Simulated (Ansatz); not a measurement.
Take SnO (space group P4/nmm, No. 129; a = 3.769 Å, c = 4.557 Å; layered, stacked along the Cartesian z axis; relaxed with 0.1 eV smearing) as the base.

Method: PBEsol-D3(BJ) in Ansatz (plane waves to 420 eV, PAW, no spin-orbit coupling).

For the base:

The pressure comes out as 0.0 GPa and the band gap is zero.

Now apply this change: an isotropic linear strain of +1.20 %, atoms relaxed at fixed cell.

Problem. Predict the new pressure.

Solution. The pressure (mean of the normal stresses, compression positive) goes from zero to -1.9 GPa.

Problem. Predict the new largest internal atomic displacement.

Solution. The largest internal atomic displacement comes out as 0.026 Å.

Problem. What happens to the energy relative to the base?

Solution. The energy grows by 3.6 meV/atom.

Problem. What does the calculation give for the band gap after the change?

Solution. The band gap remains zero.

No phonon test of stability was made. All final runs are without spin polarisation. The zero or small gap of SnO can change with the level of theory.

Ansatz is a first-principles code.
